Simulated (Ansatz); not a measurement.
**Cu3Au: pressure series**

The reference is Cu3Au in the Cu3Au type structure (space group Pm-3m, No. 221; a = 3.7805 Å).

Cell and atoms are relaxed at each pressure.

All numbers come from PBE (Ansatz, a quantum-chemistry and plane-wave program; PAW; 420 eV plane waves; spin-orbit coupling left out).

Notes on the quantities. enthalpy: H = E + PV relative to the base's energy.

| case | enthalpy | density | shortest interatomic distance |
|---|---|---|---|
| base | – | 11.91 g/cm³ | 2.673 Å |
| pressure −2 GPa | -0.17 eV/atom | 11.74 g/cm³ | 2.686 Å |
| pressure −1 GPa | -0.08 eV/atom | 11.83 g/cm³ | 2.680 Å |
| pressure 3 GPa | +0.25 eV/atom | 12.15 g/cm³ | 2.655 Å |
| pressure 7 GPa | +0.58 eV/atom | 12.45 g/cm³ | 2.634 Å |
| pressure 15 GPa | +1.21 eV/atom | 12.96 g/cm³ | 2.599 Å |
| pressure 30 GPa | +2.34 eV/atom | 13.77 g/cm³ | 2.547 Å |
| pressure 50 GPa | +3.75 eV/atom | 14.64 g/cm³ | 2.496 Å |
| pressure 75 GPa | +5.41 eV/atom | 15.53 g/cm³ | 2.447 Å |
| pressure 100 GPa | +6.99 eV/atom | 16.29 g/cm³ | 2.409 Å |

Load acts through the strain it causes; cell and atoms are relaxed under it. Whether these cells are dynamically stable was not tested. Competing high-pressure phases were not computed. All final runs are without spin polarisation.
